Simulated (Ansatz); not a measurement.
Candidates (primitive cells; geometry: relaxed with this functional, without spin-orbit coupling):
A. YPt₃ (Pm-3m), a = b = c = 4.0636 Å, α = β = γ = 90.00°
B. CaPb3 (Pm-3m), a = 4.8642 Å, b = 4.8642 Å, c = 4.8642 Å, α = 90.00°, β = 90.00°, γ = 90.00°
C. Ni3Ge (Pm-3m), a = b = c = 3.5248 Å, α = β = γ = 90.00°
D. TaRh$_{3}$ (Pm-3m), a = 3.846 Å, b = 3.846 Å, c = 3.846 Å, α = 90.00°, β = 90.00°, γ = 90.00°

**Question.** Put the candidates in order of resistivity at 300 K, lowest first, for PBEsol, DFPT electron-phonon coupling, linearised Boltzmann equation (Ansatz, an electronic-structure program).

**Answer.** D (8.1 μΩ·cm), A (13.4 μΩ·cm), B (24 μΩ·cm), C (35 μΩ·cm)

Metals; harmonic phonons alone scatter; means over directions. Halving the electron mesh moves these values by up to 8 %; q meshes are mostly untested. Some of the runs warned that the eigensolver left states short of its tolerance. Spin-orbit coupling is left out.

Formula and space group known from diffraction (Crystallography Open Database), not checked to be the room-temperature form: CaPb3 (Pm-3m), TaRh3 (Pm-3m), YPt3 (Pm-3m). Treated as nonmagnetic (a ferromagnetic start lost its moment, other orders weren't tried): Ni3Ge (Pm-3m). The missing spin-orbit coupling matters most for CaPb3 (Pm-3m), TaRh3 (Pm-3m), YPt3 (Pm-3m).
